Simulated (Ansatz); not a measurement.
PbS in the zinc blende structure (space group F-43m, No. 216; a hypothetical phase, not in the database extracts checked)

```cif
data_PbS
_chemical_formula_sum 'S1 Pb1'
_space_group_name_H-M_alt 'P 1'
_space_group_IT_number 1
_cell_length_a 4.62660
_cell_length_b 4.62660
_cell_length_c 4.62660
_cell_angle_alpha 60.000
_cell_angle_beta 60.000
_cell_angle_gamma 60.000
loop_
_space_group_symop_operation_xyz
  'x, y, z'
loop_
_atom_site_label
_atom_site_type_symbol
_atom_site_fract_x
_atom_site_fract_y
_atom_site_fract_z
_atom_site_occupancy
S1 S 0.75000 0.75000 0.75000 1
Pb1 Pb 0.00000 0.00000 0.00000 1
```

Calculations: Ansatz (a first-principles code), PBEsol, PAW, cutoff 420 eV, without spin-orbit coupling. Γ-centred 9×9×9 mesh, Fermi–Dirac width 0.05 eV.

```json
{
 "volume_per_atom": "35.01 Å³",
 "density": "5.67 g/cm³",
 "band_gap": "0.63 eV, indirect, W → X",
 "electron_mass": "1.7 mₑ along k, 0.35 mₑ across",
 "Lowest conduction-band minima above the VBM": "X along ⟨100⟩ 0.63 eV; a point along ⟨110⟩, about 0.3 Å⁻¹ from Γ 2.07 eV",
 "total_energy": "-6320.200 eV/atom (σ→0; compares only within this code and set-up)"
}
```

With Pb present, leaving out spin-orbit coupling can change the band edges. Effective masses come from finite differences of ±0.01 Å⁻¹. Along k means along the line from Γ to the band edge. No phonon test of stability was made.
